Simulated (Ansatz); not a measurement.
This Ansatz (a program for electronic structure) input is the reference run, HfSiO4 (space group I4_1/amd, No. 141), computed with r2SCAN (Ansatz), without spin-orbit coupling:

Ansatz 0.2 input:
```yaml
crystal:
  lattice:
    - [-3.2909856119, 3.2909856119, 2.9857105401]
    - [3.2909856119, -3.2909856119, 2.9857105401]
    - [3.2909856119, 3.2909856119, -2.9857105401]
  atoms:
    - { symbol: O, position: [0.1352502594, 0.3198739196, 0.8153763397] }
    - { symbol: O, position: [0.6147497406, 0.9301260804, 0.6846236603] }
    - { symbol: O, position: [0.2455024201, 0.9301260804, 0.3153763397] }
    - { symbol: O, position: [0.5044975799, 0.3198739196, 0.1846236603] }
    - { symbol: O, position: [0.6801260804, 0.8647497406, 0.1846236603] }
    - { symbol: O, position: [0.0698739196, 0.7544975799, 0.6846236603] }
    - { symbol: O, position: [0.0698739196, 0.3852502594, 0.3153763397] }
    - { symbol: O, position: [0.6801260804, 0.4955024201, 0.8153763397] }
    - { symbol: Si, position: [0.5, 0.5, 0] }
    - { symbol: Si, position: [0.25, 0.75, 0.5] }
    - { symbol: Hf, position: [0.75, 0.25, 0.5] }
    - { symbol: Hf, position: [0, 0, 0] }
basis: { ecutwfc: 500, ecutrho_ratio: 4, xc_grid: 4, fft_grid_basis: typed }
kpoints: { mp_grid: { grid: [6, 6, 6] } }
hamiltonian:
  xc: r2scan
  dispersion: none
  pseudopotentials: { kind: paw }
scf: { occupations: { method: fermi_dirac, width: 0.05 }, convergence: { dr2_threshold: 0.0000000012 } }
output: { forces: true, stress: true }
```

Task: Write the input for this change: hydrostatic tension (pressure −1 GPa).

Result: 
Ansatz 0.2 input:
```yaml
crystal:
  lattice:
    - [-3.2909856119, 3.2909856119, 2.9857105401]
    - [3.2909856119, -3.2909856119, 2.9857105401]
    - [3.2909856119, 3.2909856119, -2.9857105401]
  atoms:
    - { symbol: O, position: [0.1352502594, 0.3198739196, 0.8153763397] }
    - { symbol: O, position: [0.6147497406, 0.9301260804, 0.6846236603] }
    - { symbol: O, position: [0.2455024201, 0.9301260804, 0.3153763397] }
    - { symbol: O, position: [0.5044975799, 0.3198739196, 0.1846236603] }
    - { symbol: O, position: [0.6801260804, 0.8647497406, 0.1846236603] }
    - { symbol: O, position: [0.0698739196, 0.7544975799, 0.6846236603] }
    - { symbol: O, position: [0.0698739196, 0.3852502594, 0.3153763397] }
    - { symbol: O, position: [0.6801260804, 0.4955024201, 0.8153763397] }
    - { symbol: Si, position: [0.5, 0.5, 0] }
    - { symbol: Si, position: [0.25, 0.75, 0.5] }
    - { symbol: Hf, position: [0.75, 0.25, 0.5] }
    - { symbol: Hf, position: [0, 0, 0] }
basis: { ecutwfc: 500, ecutrho_ratio: 4, xc_grid: 4, fft_grid_basis: typed }
kpoints: { mp_grid: { grid: [6, 6, 6] } }
hamiltonian:
  xc: r2scan
  dispersion: none
  pseudopotentials: { kind: paw }
scf: { occupations: { method: fermi_dirac, width: 0.05 } }
relax: { f_tol: 0.01, max_steps: 60, cell: { stress_tol: 0.02, p_target: -1.0 } }
output: { forces: true, stress: true }
checkpoint: { write: state.ck, write_every: 1000 }
```
This is the input that was run.

Load acts through the strain it causes; cell and atoms are relaxed under it. No phonon test of stability was made.
